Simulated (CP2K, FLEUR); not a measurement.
A FLEUR input for a self-consistent single point of La2O3 (P-3m1, 5 atoms in the cell) (DFT, PBE, all-electron FLAPW (FLEUR), scalar-relativistic valence):

Input of the input generator:

```
La2O3
&input film=f /
3.9590816607 0.0000000787 0.0000000000
-1.9795408985 3.4286652545 0.0000000000
0.0000000000 0.0000000000 6.1559560000
1.8897261246
1.0 1.0 1.0

5
57 0.6666666667 0.3333333333 0.7537600000
57 0.3333333333 0.6666666667 0.2462400000
8 0.6666666667 0.3333333333 0.3541100000
8 0.3333333333 0.6666666667 0.6458900000
8 -0.0000000000 0.0000000000 -0.0000000000

&comp jspins=1 /
&kpt div1=7 div2=7 div3=4 gamma=t /
&end /
```

```xml
<?xml version="1.0" encoding="UTF-8" standalone="no"?>
<fleurInput fleurInputVersion="0.39">
   <comment>
      La2O3                                                                                               
   </comment>
   <calculationSetup>
      <cutoffs Kmax="4.0" Gmax="16.0" GmaxXC="16.0" numbands="0"/>
      <scfLoop itmax="80" minDistance="0.00001" maxIterBroyd="15" imix="Anderson" alpha="0.05" precondParam="0.0" spinf="2.0"/>
      <coreElectrons ctail="T" frcor="F" kcrel="0" coretail_lmax="0"/>
      <xcFunctional name="pbe" relativisticCorrections="F"/>
      <magnetism jspins="1"/>
      <soc l_soc="F" theta="0.0" phi="0.0" spav="F"/>
      <expertModes spex="0" secvar="F"/>
      <geometryOptimization l_f="T" forcealpha="1.0" forcemix="BFGS" epsdisp="0.00001" epsforce="0.00001"/>
      <ldaU l_linMix="F" mixParam="0.05" spinf="1.0"/>
   </calculationSetup>
   <cell>
      <bzIntegration valenceElectrons="40.0" mode="hist" fermiSmearingEnergy="0.0001">
         <kPointListSelection listName="default-1"/>
         <!-- k-points included here -->
         <xi:include xmlns:xi="http://www.w3.org/2001/XInclude" href="kpts.xml"> </xi:include>
      </bzIntegration>
      <!-- symmetry operations included here -->
      <xi:include xmlns:xi="http://www.w3.org/2001/XInclude" href="sym.xml"> </xi:include>
      <bulkLattice scale="1.0">
         <bravaisMatrix>
            <row-1>    7.4815800436495428     0.0000001487214460     0.0000000000000000</row-1>
            <row-2>   -3.7407901506096066     6.4792383039369570     0.0000000000000000</row-2>
            <row-3>    0.0000000000000000     0.0000000000000000    11.6330708750881158</row-3>
         </bravaisMatrix>
      </bulkLattice>
   </cell>
   <atomSpecies>
      <species name="Lanthanum (La)" element="La" atomicNumber="57">
         <mtSphere radius="2.68" gridPoints="925" logIncrement="0.014"/>
         <atomicCutoffs lmax="10" lnonsphr="8"/>
         <electronConfig flipSpins="F">
            <coreConfig>(1s1/2) (2s1/2) (2p1/2) (2p3/2) (3s1/2) (3p1/2) (3p3/2) (4s1/2) (3d3/2) (3d5/2) (4p1/2) (4p3/2) (4d3/2) (4d5/2)</coreConfig>
            <valenceConfig>(5s1/2) (5p1/2) (5p3/2) (6s1/2) (5d3/2) (5d5/2)</valenceConfig>
            <stateOccupation state="(5d3/2)" spinUp="0.2" spinDown="0.2"/>
            <stateOccupation state="(5d5/2)" spinUp="0.3" spinDown="0.3"/>
         </electronConfig>
         <energyParameters s="6" p="6" d="5" f="4"/>
         <lo type="SCLO" l="0" n="5" eDeriv="0"/>
         <lo type="SCLO" l="1" n="5" eDeriv="0"/>
      </species>
      <species name="Oxygen (O)" element="O" atomicNumber="8">
         <mtSphere radius="1.51" gridPoints="523" logIncrement="0.02"/>
         <atomicCutoffs lmax="6" lnonsphr="4"/>
         <electronConfig flipSpins="F">
            <coreConfig>(1s1/2)</coreConfig>
            <valenceConfig>(2s1/2) (2p1/2) (2p3/2)</valenceConfig>
            <stateOccupation state="(2p1/2)" spinUp="0.6666666666667" spinDown="0.6666666666667"/>
            <stateOccupation state="(2p3/2)" spinUp="1.3333333333333" spinDown="1.3333333333333"/>
         </electronConfig>
         <energyParameters s="2" p="2" d="3" f="4"/>
      </species>
   </atomSpecies>
   <atomGroups>
      <atomGroup species="Lanthanum (La)">
         <relPos label="                   1">-1.000/3.000 1.000/3.000 -.2462400000</relPos>
         <relPos label="                   2">1.000/3.000 -1.000/3.000 .2462400000</relPos>
         <force calculate="T" relaxXYZ="TTT"/>
      </atomGroup>
      <atomGroup species="Oxygen (O)">
         <relPos label="                   3">-1.000/3.000 1.000/3.000 .3541100000</relPos>
         <relPos label="                   4">1.000/3.000 -1.000/3.000 -.3541100000</relPos>
         <force calculate="T" relaxXYZ="TTT"/>
      </atomGroup>
      <atomGroup species="Oxygen (O)">
         <relPos label="                   5">.0000000000 .0000000000 .0000000000</relPos>
         <force calculate="T" relaxXYZ="TTT"/>
      </atomGroup>
   </atomGroups>
   <output dos="F" band="F" slice="F">
      <checks vchk="F" cdinf="F"/>
      <bandDOS minEnergy="-.5*Htr" maxEnergy="0.5*Htr" sigma="0.015" storeEVData="T"/>
      <vacuumDOS vacdos="F" integ="F" star="F" nstars="0" locx1="0.0" locy1="0.0" locx2="0.0" locy2="0.0" nstm="0" tworkf="0.0"/>
      <unfoldingBand unfoldBand="F" supercellX="1" supercellY="1" supercellZ="1"/>
      <plotting iplot="0" polar="F">
         <plot TwoD="T" vec1="  1.0  0.0  0.0" vec2="  0.0  1.0  0.0" vec3="  0.0  0.0  1.0" zero="  0.0  0.0  0.0" file="plot"/>
      </plotting>
      <chargeDensitySlicing numkpt="0" minEigenval="0.0" maxEigenval="0.0" nnne="0" pallst="F"/>
      <specialOutput eonly="F"/>
      <magneticCircularDichroism mcd="F" energyLo="-10.0" energyUp="0.0"/>
   </output>
  <!-- We include the file relax.xml here to enable relaxations (see documentation) -->
  <xi:include xmlns:xi="http://www.w3.org/2001/XInclude" href="relax.xml"> <xi:fallback/> </xi:include>
</fleurInput>
```

Problem. Give the CP2K input for the same structure, mesh, smearing and functional.

Solution. One input that does it (others would too):

```
&GLOBAL
  PROJECT scf
  RUN_TYPE ENERGY_FORCE
  PRINT_LEVEL MEDIUM
&END GLOBAL
&FORCE_EVAL
  METHOD Quickstep
  STRESS_TENSOR ANALYTICAL
  &DFT
    BASIS_SET_FILE_NAME BASIS_MOLOPT
    BASIS_SET_FILE_NAME BASIS_MOLOPT_UCL
    POTENTIAL_FILE_NAME GTH_POTENTIALS
    &QS
      METHOD GPW
      EPS_DEFAULT 1E-10
    &END QS
    &MGRID
      CUTOFF 500
      REL_CUTOFF 50
      NGRIDS 5
    &END MGRID
    &SCF
      SCF_GUESS ATOMIC
      EPS_SCF 1E-6
      MAX_SCF 100
      ADDED_MOS 8
      &DIAGONALIZATION
        ALGORITHM STANDARD
      &END DIAGONALIZATION
      &MIXING
        METHOD BROYDEN_MIXING
        ALPHA 0.2
        NBUFFER 10
      &END MIXING
    &END SCF
    &KPOINTS
      SCHEME MONKHORST-PACK 7 7 4
      GAMMA_CENTERED T
    &END KPOINTS
    &XC
      &XC_FUNCTIONAL PBE
      &END XC_FUNCTIONAL
    &END XC
    &PRINT
      &MO
        EIGENVALUES T
        OCCUPATION_NUMBERS T
        NDIGITS 8
        FILENAME mo
        &EACH
          QS_SCF 0
        &END EACH
        ADD_LAST NUMERIC
      &END MO
      &MULLIKEN ON
      &END MULLIKEN
    &END PRINT
  &END DFT
  &SUBSYS
    &CELL
      A 3.95908200 0.00000000 0.00000000
      B -1.97954100 3.42866500 0.00000000
      C 0.00000000 0.00000000 6.15595600
      PERIODIC XYZ
    &END CELL
    &COORD
      SCALED
      La       0.66666700     0.33333300     0.75376000
      La       0.33333300     0.66666700     0.24624000
      O        0.66666700     0.33333300     0.35411000
      O        0.33333300     0.66666700     0.64589000
      O        0.00000000     0.00000000     0.00000000
    &END COORD
    &KIND La
      BASIS_SET DZVP-MOLOPT-SR-GTH
      POTENTIAL GTH-PBE-q11
    &END KIND
    &KIND O
      BASIS_SET DZVP-MOLOPT-SR-GTH
      POTENTIAL GTH-PBE-q6
    &END KIND
  &END SUBSYS
  &PRINT
    &FORCES ON
    &END FORCES
    &STRESS_TENSOR ON
    &END STRESS_TENSOR
  &END PRINT
&END FORCE_EVAL
```

Basis settings and potentials, where a program has them, do not carry over. This input uses DFT PBE, GPW, DZVP-MOLOPT-SR-GTH basis, GTH-PBE potentials (GTH_POTENTIALS).

The starting cell comes from a database of computed structures (which also holds hypothetical and non-ambient phases and stackings), without a prior relaxation at this level. Its lattice was rescaled by a random factor within 2.5 % of one.
